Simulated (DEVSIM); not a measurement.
Structure: illuminated Si n-on-p cell, one wavelength, at 400 K.

```tsv
layer (left to right)	material	thickness (μm)	Nd (cm⁻³)	Na (cm⁻³)	τn (s)	τp (s)	absorption coefficient (cm⁻¹)
1	Si	0.320	9.6e18	-	4.8e-8	3.3e-7	15000
2	Si	40.0	-	9e16	2.2e-6	2.2e-6	15000
```

Left contact: ohmic, minority hole recombination velocity 300 cm/s. Right contact: ohmic, minority electron recombination velocity 30000 cm/s. Voltage is applied to the left contact. Recombination: SRH at mid-gap, radiative, Auger. Light enters at the left, 1.2e18 photons cm⁻² s⁻¹, one pass, no reflection. Mobility is constant in doping.

Constants are typed, rounded textbook-type inputs, not results; the design itself was drawn at random and stands for no fabricated device. Values at 300 K; Nc and Nv go as T^1.5, mobilities as T to minus their exponent, the gap by Varshni's rule with the affinity fixed.

```csv
parameter,Si
gap (eV),1.124
affinity (eV),4.05
permittivity,11.7
Nc (cm⁻³),2.86e19
Nv (cm⁻³),3.1e19
μn (cm²/Vs),1417
μp (cm²/Vs),470
T exponent of μn,2.3
T exponent of μp,2.2
B (cm³/s),4.7e-15
Cn (cm⁶/s),2.8e-31
Cp (cm⁶/s),9.9e-32
Varshni α (eV/K),0.000473
Varshni β (K),636
```

DEVSIM, 1D drift-diffusion, Boltzmann statistics, complete ionisation; no tunnelling, impact ionisation, image-force lowering or self-heating.

The photon flux was swept, all else fixed.

```
photon flux (cm^-2 s^-1)  open-circuit voltage (V)  fill factor  short-circuit current (mA/cm²)  largest power (mW/cm²)
------------------------  ------------------------  -----------  ------------------------------  ----------------------
3.6e16                                       0.335         0.69                            5.71                    1.31
1.2e17                                       0.377         0.71                            19.0                    5.09
3.6e17                                         [?]          [?]                             [?]                    17.3
1.2e18                                       0.456         0.75                             190                    64.7
3.6e18                                       0.494         0.76                             571                     213
1.2e19                                       0.535         0.77                            1900                     784
3.6e19                                       0.572         0.78                            5720                    2550
```

**Question.** What belongs in the gaps?

**Answer.** 
- 3.6e17, open-circuit voltage (V): 0.415
- 3.6e17, fill factor: 0.73
- 3.6e17, short-circuit current (mA/cm²): 57.1
